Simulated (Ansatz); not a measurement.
A self-consistent single point of Zr₂Al₃Zn (R3m, 6 atoms in the cell) with Ansatz (a first-principles code).

Method of the run: LDA (PW92), default PAW files made with PBE (plane waves; Ansatz).

```xyz
6
Lattice="2.6400 1.5242 4.2262 -2.6400 1.5242 4.2262 0.0000 -3.0484 4.2262" Properties=species:S:1:pos:R:3 pbc="T T T"
Zr     0.0000     0.0000     7.9680
Zr     0.0000     0.0000     4.7607
Al    -1.3200     0.7621     2.1131
Al     0.0000    -1.5242     2.1131
Al     1.3200     0.7621     2.1131
Zn     0.0000     0.0000     0.0000
```

Reference input (self-consistent single point, DFT, LDA (PW92), plane waves, default PAW files made with PBE): basis.ecutwfc = 420 eV; kpoints.mp_grid.grid = 8 8 8; hamiltonian.xc = lda; hamiltonian.pseudopotentials = {kind: paw} (the program's default PAW files); scf.occupations.method = gaussian; scf.occupations.width = 0.1 eV. This run's input differs from it in these lines:

Ansatz 0.2 input:
```diff
@@ -17,3 +17,3 @@
   mp_grid:
-    grid: [8, 8, 8]
+    grid: [13, 13, 13]
 hamiltonian:
@@ -24,4 +24,4 @@
   occupations:
-    method: gaussian
-    width: 0.1
+    method: methfessel_paxton
+    width: 0.05
 output:
```

Log, with long lists cut:

```
SCF iter   1: F=—  HF=-12943.026796 eV  |F-HF|=—  |Δ(HF+E_count)|=         —  Δρ=4.76e-3  dr2=2.35e-2  ethr=1.77e-3  ⟨swp⟩=6.8  Hψ=33859  notcnv=0
all-band conjugate gradients solve this SCF's bands
preconditioner: auto → Kerker (q_TF=auto, 2.380 Å⁻¹)
SCF iter   2: F=—  HF=-12943.022472 eV  |F-HF|=—  |Δ(HF+E_count)|=   4.32e-3  S|Δr|=    0.00e0  Δρ=2.86e-3  dr2=1.04e-2  ethr=5.22e-5  ⟨swp⟩=1.0  Hψ=8555  notcnv=0
   [... lines left out ...]
SCF iter   6: F=—  HF=-12943.019460 eV  |F-HF|=—  |Δ(HF+E_count)|=   5.72e-6  S|Δr|=    0.00e0  Δρ=3.43e-5  dr2=1.45e-6  ethr=3.87e-8  ⟨swp⟩=2.2  Hψ=9499  notcnv=0
SCF iter   7: F=—  HF=-12943.019460 eV  |F-HF|=—  |Δ(HF+E_count)|=   4.91e-7  S|Δr|=    0.00e0  Δρ=8.36e-6  dr2=1.60e-7  ethr=3.23e-9  ⟨swp⟩=2.5  Hψ=10153  notcnv=0  defer=1
SCF iter   8: F=-12943.019460 eV  HF=-12943.019460 eV  |F-HF|=5.93e-9  |Δ(HF+E_count)|=   4.38e-8  S|Δr|=    0.00e0  Δρ=1.81e-6  dr2=7.26e-9  ethr=2.22e-10  ⟨swp⟩=8.2  Hψ=26349  notcnv=0
SCF 1 converged in 8 iterations: F = -12943.019460 eV  dr2 = 7.26e-9
Stability not checked (fill_not_monotonic)
Free energy (F): -12943.019460 eV
Internal energy: -12943.019298 eV  (E = F + TS)
E sigma→0 (E₀):  -12943.019419 eV
Entropy (-TS):   -0.000162 eV (-0.027 meV/atom)
Fermi energy:    11.448758 eV
--- Forces (eV/Å), atoms counted from 1 ---
  atom   1  Zr     0.00000000     0.00000000    -0.40825870
  atom   2  Zr     0.00000000    -0.00000000     0.15778069
  atom   3  Al     0.00834136    -0.00481589     0.07562762
  atom   4  Al     0.00000000     0.00963177     0.07562762
  atom   5  Al    -0.00834136    -0.00481589     0.07562762
  atom   6  Zn     0.00000000     0.00000000     0.02359708
--- Stress (GPa, compression-positive) ---
       -3.276225       0.000000      -0.000000
        0.000000      -3.276225      -0.000000
        0.000000       0.000000      -3.536537
  P = ⅓ Tr σ = -3.3630 GPa (-33.630 kbar)
  The stress holds the Pulay correction. Without it, at fixed plane waves, as pw.x and ABINIT print it: P = -3.4040 GPa
```

The run converged in 8 iterations. Against the reference run the free energy goes up by 1.0 meV/atom, the pressure hardly changes (-3.37 to -3.36 GPa) and the largest force goes from 0.431 to 0.408 eV/Å.

The starting cell comes from a database of computed structures (which also holds hypothetical and non-ambient phases and stackings), without a prior relaxation at this level. Its lattice was rescaled by up to half a per cent. One atom was moved a little off its site on purpose. With a pressure of about -3 GPa the cell is away from its equilibrium volume at this level. Ansatz's pressure includes its estimate of the finite-basis (Pulay) stress.

Cost on one core of a shared machine: roughly 40 s.
